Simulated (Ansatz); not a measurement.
Si (model structure, R-3m, No. 166, 6 atoms in the cell) was calculated with PBEsol (PAW; Ansatz, an electronic-structure program).

Numerical settings: plane-wave cutoff 520 eV, 10×10×10 k mesh, Fermi–Dirac smearing 0.01 eV, scalar-relativistic PAW data made under PBE.

The cell is the one relaxed with PBEsol. Conventional cell: a = 3.8301 Å, b = 3.8301 Å, c = 28.3767 Å, α = 90.00°, β = 90.00°, γ = 120.00°.

```yaml
crystal:
  lattice:
    - [1.91506, 1.10566, 9.45892]
    - [-1.91506, 1.10566, 9.45892]
    - [0.00000, -2.21132, 9.45892]
  atoms:
    - { symbol: Si, position: [0.73593, 0.73593, 0.73593] }
    - { symbol: Si, position: [0.81934, 0.81934, 0.81934] }
    - { symbol: Si, position: [0.18066, 0.18066, 0.18066] }
    - { symbol: Si, position: [0.26407, 0.26407, 0.26407] }
    - { symbol: Si, position: [0.95862, 0.95862, 0.95862] }
    - { symbol: Si, position: [0.04138, 0.04138, 0.04138] }
```

Q: List the 16 lowest band energies at Γ above −25 eV (eV, relative to the valence band maximum), grouping those that round alike.

A: At Γ: -12.16, -10.79 (×2), -5.57, -5.55, -1.21 (×2), -1.13 (×2), -0.23, 0.00 (×2), 1.33, 1.57, 2.14 (×2).

Note: the relaxation could raise the start's symmetry but not lower it, so the cell can be a saddle point.

A model structure was made by putting elements into a prototype or built by hand; it is no filed structure, need not be a known phase, and can be a saddle point held by its symmetry.
